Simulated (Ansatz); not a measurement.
System: O-vacancy pair (O on one host C site, one C site vacant) in 3C silicon carbide (charge state +2). The step: one C atom jumps into the vacancy from a nearby C site (O-vacancy distance between ideal sites 3.10 Å throughout); the atom moves 3.12 Å along (-0.50, 0.50, 0.00) of the unit cell; the moving atom starts with neighbours Si at 1.85, Si at 1.88, Si at 1.90, Si at 1.93 Å and ends with Si at 1.85, Si at 1.88, Si at 1.90, Si at 1.93 Å. DFT values are from Ansatz (plane-wave PAW, 420 eV unless said) in a cell of 64 host sites, spin-restricted, static, with no finite-size correction. The charge state is imposed; whether it is stable for some Fermi level was not computed. Forms of the defect that were not tried may lie lower. On the k-point mesh the defect's levels are only partly filled at one site or more. For the PBE band: the saddle point's order was not checked.

```tsv
Level	Forward barrier (eV)	Cost of the band or of the saddle's single point
PBE, a 2×2×2 k-point mesh shifted by half a step, band relaxed	2.92	about 30 core-minutes (a rough figure)
PBE, a 3×3×3 k-point mesh shifted by half a step, same geometries	2.92	around 100 core-seconds (rough)
r2SCAN at 500 eV, a 2×2×2 k-point mesh shifted by half a step, same geometries	(withheld)	around 70 core-seconds (rough)
```

Complete the blanks.


- r2SCAN at 500 eV, a 2×2×2 k-point mesh shifted by half a step, same geometries, Forward barrier (eV): 3.20

Ansatz is an electronic-structure program.
